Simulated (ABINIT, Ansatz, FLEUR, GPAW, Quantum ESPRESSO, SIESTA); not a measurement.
One structure in several programs: Mg5As (Amm2, 6 atoms in the cell)

Self-consistent single point.

```
CELL_PARAMETERS angstrom
      5.13845     0.00000     0.00000
      0.00000     1.65325     7.71577
      0.00000    -1.65325     7.71577
ATOMIC_POSITIONS crystal
  Mg 0.00000 0.67127 0.67127
  Mg 0.00000 0.33212 0.33212
  Mg 0.00000 0.99968 0.99968
  Mg 0.50000 0.55907 0.55907
  Mg 0.50000 0.87993 0.87993
  As 0.50000 0.22460 0.22460
```

All programs got the same cell, k-point mesh and kind of occupations (in Ansatz's words: kpoints.mp_grid.grid = 3 5 5; scf.occupations.method = gaussian; scf.occupations.width = 0.2 eV); potentials, basis and cutoffs are each program's usual ones.

```tsv
code	model	pressure (GPa)	largest force (eV/Å)	k-points	cutoff
SIESTA	LDA PW92, numerical atomic orbitals DZP, PseudoDojo LDA standard norm-conserving potentials (rewritten from UPF to PSML)	-1.84	0.253	38	grid 400 Ry
GPAW	LDA (Perdew-Wang 92), GPAW PAW datasets LDA (gpaw-data 1.0.1)	-2.93	0.136	18	800 eV
Quantum ESPRESSO	LDA (PZ), GBRV 1.5 ultrasoft (LDA) pseudopotentials	-2.92	0.135	18	40 Ry
ABINIT	LDA (PW92), norm-conserving pseudopotentials (PseudoDojo nc-sr-04 LDA standard)	-2.88	0.138	18	1143 eV
Ansatz	LDA (PW92), PAW files made with PBE	-2.94	0.139	18	default
FLEUR	LDA (Perdew-Zunger), all-electron FLAPW (FLEUR), scalar-relativistic valence	–	0.132	18	Kmax 4 1/bohr
```

Size of the force on each atom (eV/Å): Sizes of forces hide their directions.

| code | Mg1 | Mg2 | Mg3 | Mg4 | Mg5 | As6 |
|---|---|---|---|---|---|---|
| SIESTA | 0.053 | 0.253 | 0.067 | 0.081 | 0.056 | 0.130 |
| GPAW | 0.029 | 0.106 | 0.011 | 0.070 | 0.136 | 0.001 |
| Quantum ESPRESSO | 0.030 | 0.108 | 0.011 | 0.069 | 0.135 | 0.002 |
| ABINIT | 0.030 | 0.107 | 0.011 | 0.072 | 0.138 | 0.000 |
| Ansatz | 0.029 | 0.106 | 0.011 | 0.071 | 0.139 | 0.002 |
| FLEUR | 0.048 | 0.132 | 0.016 | 0.042 | 0.099 | 0.010 |

A dash marks a value that a program does not give, or that is left out as unsure.

The spread over the programs that give each value: pressure within 1.10 GPa; largest force within 0.121 eV/Å.

The starting cell comes from a database of computed structures (which also holds hypothetical and non-ambient phases and stackings), without a prior relaxation at this level. On Ansatz's run: Without a gap this mesh is coarse (it stands for a supercell whose shortest vector is 15 Å).

Question: Why do the programs differ, and what cannot be compared?

Answer: Differences of this kind can come from the potentials, where these differ, and from what each basis and cutoff leave unconverged. The valence holds different numbers of electrons (SIESTA 65, GPAW 55, Quantum ESPRESSO 55, ABINIT 65, Ansatz (a first-principles code) 65, FLEUR 65). The zero of total energies and Fermi levels follows the potentials and each program's conventions, so they are not compared here. SIESTA uses small atom-centred bases, whose incompleteness enters pressures, forces and empty levels differently from a plane-wave cutoff. FLEUR treats all electrons, but the usual bases taken here (sphere radii, linearisation, local orbitals, empty states) were not tested for convergence, so the values are no reference for the others. Ansatz's pressure is given at a fixed set of plane waves, as the other plane-wave codes print theirs. The same LDA comes in different parametrisations, which differ slightly. The programs reduce the same mesh by symmetry to different extents, which changes the work and not the result. In the pressure, SIESTA (by 1.08) lies more than 1 GPa from the median of the plane-wave programs. In the force vectors, SIESTA (by 0.152) lies more than 0.08 eV/Å from the median of the plane-wave programs.

The shared mesh is coarse (it stands for a supercell whose shortest vector is 15 Å), so the values are not converged in it.

Left out of this page: CP2K (unsound by tests on forces, stress, charge or solver warnings); Elk (not drawn, or without a comparable value).

Keys are those of Ansatz 0.2.
